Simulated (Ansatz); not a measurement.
Band structure of MoN2 (C2/m, 6 atoms in the cell).

```xyz
6
Lattice="5.3604 -1.8675 0.0000 5.3604 1.8675 0.0000 -1.5845 0.0000 3.8701" Properties=species:S:1:pos:R:3 pbc="T T T"
Mo     3.0110     0.0000     2.6787
Mo     6.1254     0.0000     1.1914
N      1.0834     0.0000     1.7163
N      8.0529     0.0000     2.1538
N      4.2034     0.0000     0.6002
N      4.9329     0.0000     3.2699
```

Computed with PBEsol, PAW files made with PBE (plane waves; Ansatz, a program for electronic structure).

Settings: kpoints.mp_grid.grid = 6 6 6; hamiltonian.xc = pbesol; hamiltonian.pseudopotentials = {kind: paw} (the program's default PAW files); scf.occupations.method = fermi_dirac; scf.occupations.width = 0.1 eV; kpoints.band_path.path = [[0.0, 0.5, 0.0], [0.0, 0.0, 0.0], [0.0, 0.0, -0.5]]; kpoints.band_path.npoints = 8.

The starting cell comes from a database of computed structures (which also holds hypothetical and non-ambient phases and stackings), without a prior relaxation at this level. Its lattice was rescaled by a random factor within 2.5 % of one. Spin polarisation is off.

Levels in eV from the Fermi level, bands 21 to 28:
```
point     21     22     23     24    25    26    27    28
-----  -----  -----  -----  -----  ----  ----  ----  ----
X      -2.16  -1.44  -1.05  -1.02  1.14  1.36  1.79  2.05
Γ      -1.63  -1.50  -0.71  -0.68  0.06  1.61  1.87  2.46
Y      -1.94  -1.72  -0.78  -0.30  0.64  0.84  2.79  2.88
```

Bands cross the Fermi level along this path, so the cell is metallic at this level.

Keys are those of Ansatz 0.2.
